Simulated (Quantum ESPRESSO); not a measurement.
Worked example: self-consistent single point of Sr2NiN2 (I4mm, 5 atoms in the cell) in Quantum ESPRESSO.

Method of the run: PBEsol+U, GBRV 1.5 ultrasoft (PBESOL) pseudopotentials (plane waves; Quantum ESPRESSO).

```
Sr2NiN2
1.0
   -1.92577     1.92577     6.23609
    1.92577    -1.92577     6.23609
    1.92577     1.92577    -6.23609
Sr Ni N
2 1 2
Direct
  0.35687   0.35687   0.00000
  0.65294   0.65294   0.00000
  0.00591   0.00591   0.00000
  0.86515   0.86515   0.00000
  0.14683   0.14683   0.00000
```
Moments meant for the start (each program seeds them in its own way; μB, in the order of the atoms Sr Sr Ni N N): 0.0 0.0 2.0 0.0 0.0.

Reference input (self-consistent single point, DFT, PBEsol, plane waves, GBRV 1.5 ultrasoft (PBESOL) pseudopotentials): ecutwfc = 50 Ry; ecutrho = 400 Ry; occupations = smearing; smearing = gauss; degauss = 0.0036749 Ry; nspin = 2; potentials = {Sr: sr_pbesol_v1.uspp.F.UPF, Ni: ni_pbesol_v1.4.uspp.F.UPF, N: n_pbesol_v1.2.uspp.F.UPF}; K_POINTS = automatic 5 5 5 0 0 0; conv_thr = 1e-10 Ry; mixing_beta = 0.4. This run's input differs from it in these lines:

```diff
@@ -41,2 +41,4 @@
    1.9257700000     1.9257700000    -6.2360900000
+HUBBARD {ortho-atomic}
+U Ni-3d 7
```

Log, with long lists cut:

```
     Self-consistent Calculation

     iteration #  1     ecut=    50.00 Ry     beta= 0.40

---- Real-time Memory Report at c_bands before calling an iterative solver
           347 MiB given to the printing process from OS
           181 MiB allocation reported by mallinfo(arena+hblkhd)
------------------

     =================== HUBBARD OCCUPATIONS ===================
     ------------------------ ATOM    3 ------------------------
     Tr[ns(  3)] (up, down, total) =   4.26978  0.83893  5.10871
     Atomic magnetic moment for atom   3 =   3.43084
     SPIN  1
     eigenvalues:
       0.589  0.892  0.893  0.948  0.948
     SPIN  2
   [... lines left out ...]
     SPIN  1
     eigenvalues:
       0.885  0.981  0.985  0.991  0.991
     SPIN  2
     eigenvalues:
       0.351  0.351  0.836  0.971  0.978

     Number of occupied Hubbard levels =    8.3224

     negative rho (up, down):  6.573E-02 6.571E-02

     HUBBARD ENERGY =    0.2042  (Ry)

     Magnetic moment per site  (integrated on atomic sphere of radius R)
     atom   1 (R=0.159)  charge=  7.3807  magn=  0.0168
     atom   2 (R=0.159)  charge=  7.3795  magn=  0.0160
     atom   3 (R=0.106)  charge= 14.7697  magn=  1.2765
     atom   4 (R=0.106)  charge=  3.5302  magn=  0.1959
     atom   5 (R=0.106)  charge=  3.5320  magn=  0.1941
     End of self-consistent calculation

     the Fermi energy is     9.2324 ev

!    total energy              =    -523.36383102 Ry
     estimated scf accuracy    <          5.5E-11 Ry
     smearing contrib. (-TS)   =      -0.00000000 Ry
     internal energy E=F+TS    =    -523.36383102 Ry

     Hubbard energy            =       0.20423142 Ry

     total magnetization       =     2.00 Bohr mag/cell
     absolute magnetization    =     2.28 Bohr mag/cell

     convergence has been achieved in  18 iterations

     negative rho (up, down):  6.573E-02 6.571E-02

     Forces acting on atoms (cartesian axes, Ry/au):

     atom    1 type  1   force =     0.00000000    0.00000000   -0.01676980
     atom    2 type  1   force =     0.00000000    0.00000000    0.01958250
   [... lines left out ...]
     Total force =     0.034047     Total SCF correction =     0.000012
   [... lines left out ...]

     negative rho (up, down):  6.573E-02 6.571E-02
          total   stress  (Ry/bohr**3)                   (kbar)     P=      -16.13
  -0.00018992   0.00000000   0.00000000          -27.94        0.00        0.00
   0.00000000  -0.00018992   0.00000000            0.00      -27.94        0.00
   0.00000000   0.00000000   0.00005093            0.00        0.00        7.49

   JOB DONE.
```

The run converged in 18 iterations. Against the reference run the pressure goes from -3.60 to -1.61 GPa, the largest force goes from 0.221 to 0.503 eV/Å, a clean gap of 1.08 eV is found on the mesh, where there was none and the size of the net moment hardly changes (0.39 to 0.40 μB/atom).

The starting cell comes from a database of computed structures (which also holds hypothetical and non-ambient phases and stackings), without a prior relaxation at this level. With one magnetic atom in the cell only a parallel order is possible. With U or open f shells several self-consistent states can exist.

Cost on one core of a shared machine: roughly 4 min.
